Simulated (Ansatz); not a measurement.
```yaml
crystal:
  lattice:
    - [2.52320, 0.00000, 0.05046]
    - [-1.26160, 2.18516, -0.02523]
    - [0.08350, 0.00000, 4.17514]
  atoms:
    - { symbol: B, position: [0.33232, 0.66652, 0.00034] }
    - { symbol: B, position: [0.66580, 0.33348, 0.50034] }
    - { symbol: N, position: [0.33460, 0.66732, 0.37466] }
    - { symbol: N, position: [0.66728, 0.33268, 0.87466] }
```

No spin polarisation.

Level of theory: LDA, PAW, 420 eV (Ansatz, a program for electronic structure; spin-orbit coupling left out). Settings: 15×15×8 k-points, 0.05 eV Fermi–Dirac smearing.

**Question.** Predict the space group, electron mass, gap character and stress.

**Answer.** The space group is Cc (No. 9) and the electron mass is 0.30 mₑ along z, 0.51 mₑ across (off the special points). The gap character is indirect, Γ → k = (1/3, 1/3, 0) in the run's primitive reciprocal basis and the stress (xx, yy, zz, yz, xz, xy; compression positive) is (-0.01, 0.29, 0.44, 0.00, -13.78, 0.00) GPa.

The cells carry an imposed strain or load. Masses are band curvatures over ±0.01 Å⁻¹ around the edge. No phonon test of stability was made. The cell was made from BN in the wurtzite structure (space group P6_3mc, No. 186) by this change: tensor shear ε_xz = +2.00 %.
